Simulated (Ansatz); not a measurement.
Consider Si vacancy in tetragonal WSi2, neutral cell. Level of theory: PBE, PAW (plane waves to 420 eV; Ansatz, an electronic-structure program).

54-site cell at the relaxed PBE lattice, a 3×3×3 k-point mesh shifted by half a step, smearing 0.10 eV, spin-restricted, no finite-size correction. No zero-point or tunnelling terms. Spin-orbit coupling is left out. Forms of the defect that were not tried may lie lower.

Barriers: single points on a 4×4×5 k-point mesh shifted by half a step at the bands' geometries.

Relaxed starting cell (atoms counted from 1):

```
CELL_PARAMETERS angstrom
      9.68751     0.00000     0.00000
      0.00000     9.68751     0.00000
      0.00000     0.00000     7.86769
ATOMIC_POSITIONS crystal
  W  0.99506 0.99600 0.99831
  W  0.99505 0.33789 0.99831
  W  0.99979 0.66694 0.00157
  W  0.33695 0.99599 0.99831
  W  0.33695 0.33790 0.99830
  W  0.33221 0.66694 0.00157
  W  0.66601 0.00072 0.00157
  W  0.66600 0.33315 0.00156
  W  0.66600 0.66694 0.00161
  Si 0.16600 0.49456 0.16634
  Si 0.16600 0.83932 0.16635
  Si 0.49363 0.16694 0.16635
  Si 0.49866 0.49961 0.16889
  Si 0.49868 0.83427 0.16889
  Si 0.83838 0.16694 0.16635
  Si 0.83333 0.49961 0.16889
  Si 0.83333 0.83428 0.16888
  Si 0.01056 0.01151 0.32987
  Si 0.01055 0.32239 0.32988
  Si 0.00070 0.66695 0.33463
  Si 0.32144 0.01150 0.32989
  Si 0.32141 0.32234 0.32986
  Si 0.33131 0.66693 0.33463
  Si 0.66601 0.00164 0.33463
  Si 0.66599 0.33224 0.33463
  Si 0.66601 0.66694 0.33526
  W  0.16600 0.16694 0.51415
  W  0.16600 0.50161 0.50123
  W  0.16600 0.83228 0.50124
  W  0.50066 0.16694 0.50124
  W  0.49929 0.50024 0.50083
  W  0.49929 0.83365 0.50083
  W  0.83134 0.16694 0.50124
  W  0.83272 0.50023 0.50083
  W  0.83271 0.83365 0.50083
  Si 0.99968 0.00062 0.66767
  Si 0.99969 0.33326 0.66767
  Si 0.99919 0.66694 0.66680
  Si 0.33231 0.00063 0.66767
  Si 0.33232 0.33327 0.66766
  Si 0.33281 0.66695 0.66679
  Si 0.66600 0.00012 0.66680
  Si 0.66599 0.33375 0.66679
  Si 0.66600 0.66693 0.66618
  Si 0.16599 0.16694 0.85333
  Si 0.16600 0.49940 0.83531
  Si 0.16600 0.83448 0.83532
  Si 0.49846 0.16693 0.83532
  Si 0.49839 0.49934 0.83590
  Si 0.49839 0.83456 0.83591
  Si 0.83355 0.16694 0.83532
  Si 0.83361 0.49933 0.83591
  Si 0.83362 0.83456 0.83591
```

End state 1 differs by these moves (Å; atoms that move under 0.08 Å are left out):

| atom | element | Δx | Δy | Δz |
|---|---|---|---|---|
| 2 | W | 0.04 | -0.04 | -0.08 |
| 10 | Si | -0.11 | -0.05 | 0.05 |
| 15 | Si | 0.05 | 0.11 | 0.05 |
| 16 | Si | 0.10 | -0.10 | 0.03 |
| 18 | Si | -0.11 | -0.05 | 0.05 |
| 19 | Si | 1.40 | -1.40 | -1.24 |
| 21 | Si | 0.10 | -0.10 | 0.03 |
| 22 | Si | 0.05 | 0.11 | 0.05 |
| 27 | W | 0.04 | -0.04 | -0.08 |
| 37 | Si | 0.00 | 0.00 | -0.15 |
| 45 | Si | 0.00 | 0.00 | -0.15 |

Problem. Give the forward and backward barriers to end state 1 at the level PBE, PAW.

Solution. forward 0.60 eV, backward 0.60 eV; at the saddle point atom 19 has neighbours 2 Si at 2.57, 2 Si at 2.65; 2 W at 2.39 Å. The saddle point's order was not checked, and it lies on a symmetry element of the cell, where a band can be held.

End state 2 differs by these moves (Å; atoms that move under 0.08 Å are left out):

```
atom  element     Δx     Δy     Δz
----  -------  -----  -----  -----
2           W   0.00  -0.08   0.00
5           W   0.00  -0.08   0.00
10         Si   0.00  -3.12   0.00
11         Si   0.00  -0.11   0.00
18         Si  -0.10  -0.11   0.04
19         Si   0.00   0.22   0.00
20         Si   0.10  -0.11  -0.04
21         Si   0.10  -0.11   0.04
22         Si   0.00   0.22   0.00
23         Si  -0.10  -0.11  -0.04
27          W   0.00  -0.01  -0.10
28          W   0.00  -0.01   0.10
45         Si   0.00   0.01  -0.14
46         Si   0.00   0.01   0.14
```

Problem. Estimate the forward and backward barriers to end state 2 that PBE, PAW returns for this input.

Solution. forward 2.42 eV, backward 2.42 eV; at the saddle point atom 10 has neighbours 2 Si at 2.17; 2 W at 2.46, 2 W at 2.74 Å. The saddle point's order was not checked, and it lies on a symmetry element of the cell, where a band can be held.

End state 3 differs by these moves (Å; atoms that move under 0.08 Å are left out):

```tsv
atom	element	Δx	Δy	Δz
18	Si	-0.11	-0.11	0.03
19	Si	-0.11	0.11	0.03
21	Si	0.11	-0.11	0.03
22	Si	0.11	0.11	0.03
27	W	0.00	0.00	-0.21
36	Si	0.11	0.11	0.03
37	Si	0.11	-0.11	0.03
39	Si	-0.11	0.11	0.03
40	Si	-0.11	-0.11	0.03
45	Si	0.00	0.00	2.32
```

Problem. Predict the forward and backward barriers to end state 3 from PBE, PAW.

Solution. forward 1.44 eV, backward 1.44 eV; at the saddle point atom 45 has neighbours 4 W at 2.41 Å. The saddle point's order was not checked, and it lies on a symmetry element of the cell, where a band can be held.
